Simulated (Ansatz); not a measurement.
We look at the formation energy of the neutral V_O in CaO (rock salt, Fm-3m). Reaction: 32 CaO (rock salt) → cell A + 1/2 O2 (gas).

Cell A: a supercell of 64 sites of CaO (rock salt, Fm-3m) with one empty O site amid 6 Ca; spin state with PBE: run without spin, k-point mesh 3×3×3.
```yaml
crystal:
  lattice:
    - [9.66157, 0.00000, 0.00000]
    - [0.00000, 9.66157, 0.00000]
    - [0.00000, 0.00000, 9.66157]
  atoms:
    - { symbol: Ca, position: [0.99965, 0.00000, 0.00000] }
    - { symbol: O, position: [0.25000, 0.00000, 0.00000] }
    - { symbol: Ca, position: [0.00046, 0.25046, 0.25046] }
    - { symbol: O, position: [0.25000, 0.24914, 0.24914] }
    - { symbol: Ca, position: [0.25000, 0.00000, 0.24877] }
    - { symbol: O, position: [0.00001, 0.00000, 0.25001] }
    - { symbol: Ca, position: [0.25000, 0.24877, 0.00000] }
    - { symbol: O, position: [0.00001, 0.25001, 0.00000] }
    - { symbol: Ca, position: [0.99877, 0.00000, 0.50000] }
    - { symbol: O, position: [0.25000, 0.00000, 0.50000] }
    - { symbol: Ca, position: [0.00046, 0.25046, 0.74954] }
    - { symbol: O, position: [0.25000, 0.24914, 0.75086] }
    - { symbol: Ca, position: [0.25000, 0.00000, 0.75123] }
    - { symbol: O, position: [0.00001, 0.00000, 0.74999] }
    - { symbol: Ca, position: [0.25000, 0.24455, 0.50000] }
    - { symbol: O, position: [0.99914, 0.24914, 0.50000] }
    - { symbol: Ca, position: [0.99877, 0.50000, 0.00000] }
    - { symbol: O, position: [0.25000, 0.50000, 0.00000] }
    - { symbol: Ca, position: [0.00046, 0.74954, 0.25046] }
    - { symbol: O, position: [0.25000, 0.75086, 0.24914] }
    - { symbol: Ca, position: [0.25000, 0.50000, 0.24455] }
    - { symbol: O, position: [0.99914, 0.50000, 0.24914] }
    - { symbol: Ca, position: [0.25000, 0.75123, 0.00000] }
    - { symbol: O, position: [0.00001, 0.74999, 0.00000] }
    - { symbol: Ca, position: [0.99455, 0.50000, 0.50000] }
    - { symbol: Ca, position: [0.00046, 0.74954, 0.74954] }
    - { symbol: O, position: [0.25000, 0.75086, 0.75086] }
    - { symbol: Ca, position: [0.25000, 0.50000, 0.75545] }
    - { symbol: O, position: [0.99914, 0.50000, 0.75086] }
    - { symbol: Ca, position: [0.25000, 0.75545, 0.50000] }
    - { symbol: O, position: [0.99914, 0.75086, 0.50000] }
    - { symbol: Ca, position: [0.50035, 0.00000, 0.00000] }
    - { symbol: O, position: [0.75000, 0.00000, 0.00000] }
    - { symbol: Ca, position: [0.49954, 0.25046, 0.25046] }
    - { symbol: O, position: [0.75000, 0.25001, 0.25001] }
    - { symbol: Ca, position: [0.75000, 0.00000, 0.24965] }
    - { symbol: O, position: [0.49999, 0.00000, 0.25001] }
    - { symbol: Ca, position: [0.75000, 0.24965, 0.00000] }
    - { symbol: O, position: [0.49999, 0.25001, 0.00000] }
    - { symbol: Ca, position: [0.50123, 0.00000, 0.50000] }
    - { symbol: O, position: [0.75000, 0.00000, 0.50000] }
    - { symbol: Ca, position: [0.49954, 0.25046, 0.74954] }
    - { symbol: O, position: [0.75000, 0.25001, 0.74999] }
    - { symbol: Ca, position: [0.75000, 0.00000, 0.75035] }
    - { symbol: O, position: [0.49999, 0.00000, 0.74999] }
    - { symbol: Ca, position: [0.75000, 0.24877, 0.50000] }
    - { symbol: O, position: [0.50086, 0.24914, 0.50000] }
    - { symbol: Ca, position: [0.50123, 0.50000, 0.00000] }
    - { symbol: O, position: [0.75000, 0.50000, 0.00000] }
    - { symbol: Ca, position: [0.49954, 0.74954, 0.25046] }
    - { symbol: O, position: [0.75000, 0.74999, 0.25001] }
    - { symbol: Ca, position: [0.75000, 0.50000, 0.24877] }
    - { symbol: O, position: [0.50086, 0.50000, 0.24914] }
    - { symbol: Ca, position: [0.75000, 0.75035, 0.00000] }
    - { symbol: O, position: [0.49999, 0.74999, 0.00000] }
    - { symbol: Ca, position: [0.50545, 0.50000, 0.50000] }
    - { symbol: O, position: [0.75000, 0.50000, 0.50000] }
    - { symbol: Ca, position: [0.49954, 0.74954, 0.74954] }
    - { symbol: O, position: [0.75000, 0.74999, 0.74999] }
    - { symbol: Ca, position: [0.75000, 0.50000, 0.75123] }
    - { symbol: O, position: [0.50086, 0.50000, 0.75086] }
    - { symbol: Ca, position: [0.75000, 0.75123, 0.50000] }
    - { symbol: O, position: [0.50086, 0.75086, 0.50000] }
```

Reference: CaO (rock salt, Fm-3m), 64 atoms in the cell, the relaxed perfect crystal repeated, atoms not moved again, k-point mesh 3×3×3 on the run's own vectors.

Reference: an isolated O2 molecule (triplet) in a box of 11 × 11 × 13 Å.

All numbers come from Ansatz (an electronic-structure program), plane waves with PAW, its default PAW set, cutoff 420 eV. The structures are at rest with PBE, within the held lattices; other levels are single points on them. HSE06 runs on coarser k-point meshes, mended by the PBE difference between the two meshes. Neutral cells; Fermi-Dirac smearing of at most 0.05 eV in the solids, energies taken to zero width. The lattices are those relaxed with PBE, so at other levels the solids can be strained, which adds to the spread. Larger cells are relaxed from a start prepared with the learned potential CHGNet, on a coarser mesh till forces fall under 0.03 eV/Å, which some starts already meet. A dispersion term (D3(BJ), or D4 for r2SCAN) was computed beside these levels and is taken off wherever the name lacks it. Nuclei at rest; no vibrational terms. The structures are the rest points that the relaxations reached, not proven lowest. Values are for these cell sizes. Mesh and cell size may move defect energies by 0.1 eV or more. The value holds for the reservoirs listed; other chemical potentials shift it. Cell A has symmetry Pm-3m within 0.02 Å and got no random move, so less symmetric positions, which may lie lower, weren't tried.

Problem. Estimate the value that PBE returns for this input.

Solution. 6.68 eV, for 32 CaO (rock salt) → cell A + 1/2 O2 (gas).

Problem. List the value at the remaining levels and say how far they part.

Solution. 
| Level | value (eV) | less PBE |
|---|---|---|
| HSE06 | 6.80 | 0.12 |

The levels shown span 0.12 eV, from PBE (6.68) to HSE06 (6.80).
